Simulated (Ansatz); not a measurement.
Base system: a 10-atom supercell of CsPbBr3 in the cubic perovskite structure (space group Pm-3m, No. 221; a = 5.8721 Å) at its relaxed geometry.

All numbers come from PBEsol in Ansatz (plane waves to 420 eV, PAW, no spin-orbit coupling), earlier PAW set.

The change: a neutral Pb interstitial (started 2.50 Å from the nearest host atom), atoms relaxed at fixed cell, starting from a slightly rattled geometry.

Task: Predict the new final site of the added atom.

Result: The final site of the added atom is 4 Br at 3.06 Å (square planar).

Task: Predict the new largest displacement of a host atom from its site in the perfect cell.

Result: The largest displacement of a host atom from its site in the perfect cell amounts to 0.84 Å.

Other magnetic orders, which the real material may have, were not ruled out. In so small a cell the defect repeats every few ångströms: this is an ordered compound, not a dilute defect. Seeded moments were not kept for Pb interstitial (started 2.50 Å from the nearest host atom). Many cubic perovskites are stable only at high temperature; tilts and polar distortions were not tested. The defect cell is spin-polarised and ends with 0.6 μB, a fractional moment that hangs on the mesh and smearing. This is not the structure that CsPbBr3 has at room temperature and ambient pressure.

Ansatz is a program for electronic structure.
